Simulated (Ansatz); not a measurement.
Worked calculations on one periodic cell of amorphous Ti20O43Ga2: Ti20O43Ga2, 65 atoms, volume 796.5 Å³, made by a melt-quench on the CHGNet potential and relaxed with DFT. O atoms were pushed apart under 1.9 Å during the dynamics, to hinder bonds among them. It is a model cell: composition and starting density were chosen by hand, and all elements were melted together. Cycles of charging were run to anneal it. These are PBE, scalar-relativistic without spin-orbit coupling (plane waves to 420 eV, PAW; Ansatz, an electronic-structure program) values and carry that method's errors. Sampling: a 2×2×2 Γ-centred mesh; Fermi-Dirac width 0.02 eV; no spin polarisation. Its volume was held where the quench left it, its shape was free, and it stands at a mean pressure of 1.3 GPa with stress components up to 1.4 GPa; the relaxation ran on the zone centre alone. Its density went from a set 3.72 to 3.72 g/cm³. The cell is small and was quenched far faster than a real film, so it is one sample of the glass.

Problem. Count formal charges (Ti +4, O -2, Ga +3). What does the count lead one to expect at the Fermi level, and what does the calculation give?

Solution. 20 × (+4) + 43 × (-2) + 2 × (+3) = 0. The charges balance, so the anion-derived valence states can be full and a gap can open. On this mesh the highest filled and lowest empty level lie 2.33 eV apart, the PBE gap of this cell, with a localised state at one edge or both.

Four energies for an added electron at PBE on the zone centre alone (charged cells in a uniform background, spin-polarised): neutral at the neutral geometry -82035.859 eV; charged at the neutral geometry -82026.868 eV; charged and relaxed -82026.931 eV; neutral at the charged geometry -82035.776 eV.

Problem. Find the two relaxation energies and their sum, the reorganisation energy.

Solution. On charging: -82026.868 − (-82026.931) = 0.063 eV. On discharging: -82035.776 − (-82035.859) = 0.083 eV. The sum is 0.146 eV. The carrier's level spreads over 15 of the 65 atoms' worth, so it counts as partly localised, most on one Ti atom with neighbours O 1.75 Å, O 1.92 Å, O 1.94 Å, O 1.97 Å, O 1.99 Å (neutral geometry). The values are uncorrected: the image energy of a point charge in this cell, 2.84 × 14.40 / (2 × 9.3) = 2.2 eV before screening, is screened by electrons alone at the fixed geometry and by ions too after relaxing, and the carrier can be spread before it relaxes, so each term can be off by up to that value times 1/ε∞, some tenths of an eV. PBE's self-interaction favours spread-out carriers, so a hybrid can localise more.

Four energies for a hole at PBE on the zone centre alone (charged cells in a uniform background, spin-polarised): neutral at the neutral geometry -82035.859 eV; charged at the neutral geometry -82042.319 eV; charged and relaxed -82042.522 eV; neutral at the charged geometry -82035.394 eV.

Problem. Find the two relaxation energies and their sum, the reorganisation energy.

Solution. On charging: -82042.319 − (-82042.522) = 0.203 eV. On discharging: -82035.394 − (-82035.859) = 0.465 eV. The sum is 0.668 eV. The carrier's level spreads over 4 of the 65 atoms' worth, so it counts as localised, most on one O atom with neighbours Ti 1.90 Å, Ti 1.95 Å, Ti 2.18 Å (neutral geometry). The values are uncorrected: the image energy of a point charge in this cell, 2.84 × 14.40 / (2 × 9.3) = 2.2 eV before screening, is screened by electrons alone at the fixed geometry and by ions too after relaxing, and the carrier can be spread before it relaxes, so each term can be off by up to that value times 1/ε∞, some tenths of an eV. PBE's self-interaction favours spread-out carriers, so a hybrid can localise more.
